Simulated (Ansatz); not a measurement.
The starting structures come from a database of crystals and need not be the phases stable at ambient conditions.

Here is the system:

```xyz
16
Lattice="4.7424 0.0000 0.0000 0.0000 5.1810 0.0000 0.0000 0.0000 6.3407" Properties=species:S:1:pos:R:3 pbc="T T T"
Li     0.0027     2.0886     2.4533
Li     2.3738     3.0924     3.8874
Li     2.3738     0.5019     2.4533
Li     0.0027     4.6791     3.8874
Si     2.3194     3.0094     0.7660
Si     4.6906     2.1716     5.5747
Si     4.6906     4.7621     0.7660
Si     2.3194     0.4189     5.5747
N      4.0457     3.1537     0.5431
N      1.6745     2.0273     5.7976
N      1.6745     4.6178     0.5431
N      4.0457     0.5632     5.7976
O      1.9314     4.9715     4.1543
O      4.3026     0.2095     2.1864
O      4.3026     2.8000     4.1543
O      1.9314     2.3810     2.1864
```

Space group of this cell: Pca2_1. The cell is taken as given.

Transport runs along the normal of the first two printed cell vectors.

No gap correction and no spin-orbit coupling; mid-gap values are interpolated between computed energies.

Question: State the band gap and the smallest decay constant κ at mid-gap according to r2SCAN run with Ansatz (an electronic-structure program).

Answer: Gap 6.19 eV on a 6×6×6 mesh; κ = 0.466 1/Å, at the zone centre.
